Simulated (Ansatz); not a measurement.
Cost and result by functional for the surface energy of the (210) surface of bcc Na in its 1x1 cell, outermost plane spacing 0.94 Å in the ideal cut, in Ansatz (plane waves, PAW). Single points on the PBE structure, on one kind of machine; costs are rough ratios of the slab run's core time (references not counted) to the cheapest single point. r2SCAN's cost holds its higher cutoff (500 against 420 eV). Differences are taken against r2SCAN for comparison alone: no measured value is at hand, so the table doesn't rank accuracy.

Model: 12-atom slab, 10.3 Å thick at the start (thin: gaps and levels are the slab's own), 9x4x1 mesh, Fermi-Dirac 0.1 eV, dipole correction, all atoms relaxed; held to the start's symmetry, so lower structures may exist; no spin, no spin-orbit, no U. These notes are the PBE run's.

```json
[
 {"functional": "LDA", "relative cost": "1", "surface energy (J/m²)": "0.26", "less r2SCAN (J/m²)": "0.01"},
 {"functional": "RPBE", "relative cost": "1", "surface energy (J/m²)": "0.20", "less r2SCAN (J/m²)": "-0.05"},
 {"functional": "PBEsol", "relative cost": "1", "surface energy (J/m²)": "0.25", "less r2SCAN (J/m²)": "0.00"},
 {"functional": "r2SCAN", "relative cost": "2", "surface energy (J/m²)": "0.25", "less r2SCAN (J/m²)": "0.00"},
 {"functional": "PBE (the relaxed run's value)", "relative cost": "–", "surface energy (J/m²)": "0.22", "less r2SCAN (J/m²)": "-0.02"}
]
```

The values span 0.06 J/m², while the single points' costs differ by a factor of roughly 2. Differences are of unrounded values.

Ansatz is a quantum-chemistry and plane-wave program.
